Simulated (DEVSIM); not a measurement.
## Al0.4Ga0.6As/GaAs n-p heterojunction

Structure: Al0.4Ga0.6As/GaAs n-p heterojunction, at 300 K.

| layer (left to right) | material | thickness (μm) | Nd (cm⁻³) | Na (cm⁻³) | τn (s) | τp (s) |
|---|---|---|---|---|---|---|
| 1 | Al0.4Ga0.6As | 0.410 | 2e17 | - | 4.3e-10 | 4.3e-10 |
| 2 | GaAs | 0.160 | - | 1.1e17 | 4.3e-10 | 4.3e-10 |

Left contact: ohmic. Right contact: ohmic. Voltage is applied to the left contact. Recombination: SRH at mid-gap. Mobility is constant in doping.

Constants are typed, rounded textbook-type inputs, not results; the design itself was drawn at random and stands for no fabricated device. Values at 300 K.

| parameter | Al0.4Ga0.6As | GaAs |
|---|---|---|
| gap (eV) | 1.9228 | 1.424 |
| affinity (eV) | 3.754 | 4.07 |
| permittivity | 11.76 | 12.9 |
| Nc (cm⁻³) | 7.93e17 | 4.7e17 |
| Nv (cm⁻³) | 9e18 | 9e18 |
| μn (cm²/Vs) | 3220 | 8500 |
| μp (cm²/Vs) | 158 | 400 |

Simulated with DEVSIM: 1D drift-diffusion, Boltzmann statistics, complete ionisation; no tunnelling, impact ionisation, image-force lowering or self-heating. Band offsets follow the typed affinities; no thermionic-emission limit at abrupt steps, no polarisation charge.

```
Quantity                                             Value
---------------------------------------------  -----------
Potential step across the device at zero bias      1.591 V
Largest field in the device at zero bias       190000 V/cm
Dark forward voltage at 1 A/cm²                    0.937 V
Dark forward voltage at 100 A/cm²                  1.068 V
```

Dark forward current:

| V (V) | J (A/cm²) |
|---|---|
| -0.05 | -4.6e-10 |
| -0.10 | -1.6e-9 |
| -0.15 | -4.7e-9 |
| -0.25 | -3.5e-8 |
| -0.30 | -9.5e-8 |
| -0.35 | -2.6e-7 |
| -0.40 | -7.0e-7 |
| -0.45 | -1.9e-6 |
| -0.55 | -1.4e-5 |
| -0.60 | -4.1e-5 |
| -0.65 | -0.00012 |
| -0.70 | -0.00041 |
| -0.80 | -0.0076 |
| -0.85 | -0.042 |
| -0.90 | -0.25 |
| -0.95 | -1.6 |
| -1.00 | -10 |
| -1.10 | -260 |
| -1.15 | -830 |
| -1.20 | -2200 |

Small-signal capacitance in reverse bias (quasi-static):

```json
[
 {"V (V)": "0.04", "C (nF/cm²)": "63.1"},
 {"V (V)": "0.1", "C (nF/cm²)": "61.9"},
 {"V (V)": "0.2", "C (nF/cm²)": "60.1"},
 {"V (V)": "0.3", "C (nF/cm²)": "58.5"},
 {"V (V)": "0.4", "C (nF/cm²)": "56.9"},
 {"V (V)": "0.6", "C (nF/cm²)": "54.2"},
 {"V (V)": "0.8", "C (nF/cm²)": "51.9"},
 {"V (V)": "1", "C (nF/cm²)": "50.0"},
 {"V (V)": "1.3", "C (nF/cm²)": "47.6"},
 {"V (V)": "1.6", "C (nF/cm²)": "45.8"},
 {"V (V)": "2", "C (nF/cm²)": "44.1"}
]
```
